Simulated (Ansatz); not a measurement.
Take Ca in the fcc (Cu type) structure (space group Fm-3m, No. 225; a = 5.456 Å; relaxed with 0.1 eV smearing) as the base. Axes: x, y, z lie along the cube axes.

Computed with PBEsol (Ansatz, a first-principles code), no SOC.

For the base:

```
Property                         Value
-----------------------------  -------
Pressure                       0.0 GPa
Shortest interatomic distance  3.858 Å
```

Now apply this change: biaxial strain −2.50 %, plane normal [111], relaxed out of plane (Cartesian); in-plane vectors clamped, the third vector and the atoms free.

Problem. How does this affect the pressure?

Solution. The pressure (mean of the normal stresses, compression positive) goes from zero to 0.8 GPa.

Problem. What does the calculation give for the shortest interatomic distance after the change?

Solution. The shortest interatomic distance drops by 0.0964 Å, from 3.858 Å to 3.761 Å.

Problem. Estimate the effect on the ratio −ε⊥/ε∥.

Solution. The ratio −ε⊥/ε∥ amounts to 0.34.

Whether these cells are dynamically stable was not tested.
